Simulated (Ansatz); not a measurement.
The parent structure is TiB2 (space group P6/mmm, No. 191; a = 3.032 Å, c = 3.224 Å).

Structures relaxed with Ansatz (a first-principles code), PBE, PAW, cutoff 420 eV, no SOC.

Base:

Simulated powder pattern, Cu Kα1, λ = 1.54056 Å (kinematic, ideal powder, no thermal factors, no anomalous dispersion; the 10 strongest lines at most, above 2 %, up to 2θ = 90°):

| 2θ (°) | I/Imax (%) | hkl |
|---|---|---|
| 27.64 | 20 | (001) |
| 34.12 | 57 | (100) |
| 44.46 | 100 | (101) |
| 57.08 | 9.2 | (002) |
| 61.08 | 22 | (110) |
| 68.20 | 13 | (102) |
| 68.31 | 8.7 | (111) |
| 71.85 | 5.4 | (200) |
| 78.61 | 15 | (201) |
| 88.45 | 15 | (112) |

After one change:

Simulated powder pattern, Cu Kα1, λ = 1.54056 Å (kinematic, ideal powder, no thermal factors, no anomalous dispersion; the 10 strongest lines at most, above 2 %, up to 2θ = 90°):

| 2θ (°) | I/Imax (%) |
|---|---|
| 29.45 | 20 |
| 35.69 | 60 |
| 46.92 | 100 |
| 61.11 | 8.7 |
| 64.12 | 22 |
| 72.10 | 8.6 |
| 72.82 | 12 |
| 75.60 | 5.5 |
| 83.14 | 16 |

Question: Name the change that was made.
(A) pressure 30 GPa
(B) pressure 50 GPa
(C) pressure −2 GPa
(D) pressure 75 GPa

Answer: B, pressure 50 GPa. Its volume per atom is 7.37 Å³ against 8.56 Å³, and its space group is P6/mmm (No. 191).

Load acts through the strain it causes; cell and atoms are relaxed under it. Stability against distortions was not tested. No other phases were tried under pressure. The final runs are not spin-polarised.
